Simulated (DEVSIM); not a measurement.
Device: Schottky contact on n-type Si, at 250 K.

```
layer (left to right)  material  thickness (μm)  Nd (cm⁻³)   τn (s)   τp (s)
---------------------  --------  --------------  ---------  -------  -------
1                            Si            17.0     2.4e16  0.00094  0.00094
```

Left contact: Schottky, work function 4.88 eV, emission velocity 3.1e6 cm/s. Right contact: ohmic. Voltage is applied to the left contact. Recombination: SRH at mid-gap, Auger. Mobility is constant in doping.

The device is made up for the run: typed textbook-type constants, with dimensions and the other settings drawn at random. Values at 300 K; Nc and Nv go as T^1.5, mobilities as T to minus their exponent, the gap by Varshni's rule with the affinity fixed.

| parameter | Si |
|---|---|
| gap (eV) | 1.124 |
| affinity (eV) | 4.05 |
| permittivity | 11.7 |
| Nc (cm⁻³) | 2.86e19 |
| Nv (cm⁻³) | 3.1e19 |
| μn (cm²/Vs) | 1417 |
| μp (cm²/Vs) | 470 |
| T exponent of μn | 2.3 |
| T exponent of μp | 2.2 |
| Cn (cm⁶/s) | 2.8e-31 |
| Cp (cm⁶/s) | 9.9e-32 |
| Varshni α (eV/K) | 0.000473 |
| Varshni β (K) | 636 |

Simulated with DEVSIM: 1D drift-diffusion, Boltzmann statistics, complete ionisation; no tunnelling, impact ionisation, image-force lowering or self-heating. Metal contacts follow the ideal Schottky-Mott rule: no Fermi-level pinning, no interface dipoles.

The temperature was swept, all else fixed.

```
temperature (K)  dark forward voltage at 1 A/cm² (V)  potential step across the device at zero bias (V)  largest field in the device at zero bias (V/cm)  dark forward voltage at 100 A/cm² (V)
---------------  -----------------------------------  -------------------------------------------------  -----------------------------------------------  -------------------------------------
250                                            0.482                                              0.683                                            70000                                  0.603
300                                            0.406                                              0.647                                            68000                                  0.558
350                                            0.329                                              0.609                                            66000                                  0.515
400                                            0.251                                              0.571                                            65000                                  0.473
450                                            0.173                                              0.532                                            68000                                  0.430
500                                            0.098                                              0.492                                            82000                                  0.383
```

From the first row to the last the dark forward voltage at 1 A/cm² goes from 0.482 to 0.098. From the first row to the last the potential step across the device at zero bias goes from 0.683 to 0.492.
